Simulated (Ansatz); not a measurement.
**Hypothetical CdI2 type SiO2 under a change: electrons 1.0×10^21 cm⁻³**

Base system: SiO2 in the CdI2 type structure (space group P-3m1, No. 164; a = 2.686 Å, c = 4.602 Å; a hypothetical phase, not in the database extracts checked; layered, stacked along the Cartesian z axis).

Modification: 0.0288 electrons added to each cell, a density of 1.0×10^21 cm⁻³, with a uniform compensating background at fixed cell and a 300 K Fermi–Dirac width.

Level of theory: PBE-D3(BJ) (Ansatz, a program for electronic structure, PAW, no SOC), earlier PAW set. Settings: 25×25×13 k-points, 0.0259 eV Fermi–Dirac smearing.

The gap between the host's bands falls by 0.024 eV to 6.13 eV and the gap character is still indirect, k = (0.080, 0.120, 0) in the run's primitive reciprocal basis → Γ. The Fermi level relative to the doped band's edge (positive inside the band; to 0.05 eV) comes out as +0.70 eV.

Final structure:

```yaml
crystal:
  lattice:
    - [2.68607, 0.00000, 0.00000]
    - [-1.34304, 2.32621, 0.00000]
    - [0.00000, 0.00000, 4.60175]
  atoms:
    - { symbol: Si, position: [0.00000, 0.00000, 0.00000] }
    - { symbol: O, position: [0.66667, 0.33333, 0.19954] }
    - { symbol: O, position: [0.33333, 0.66667, 0.80046] }
```
Cell charge -0.028753.

Charged cell with a jellium background: band edges are those of the host's band count, energies are not comparable with the neutral cell, and many-body gap narrowing is missing. Stability against distortions was not tested.
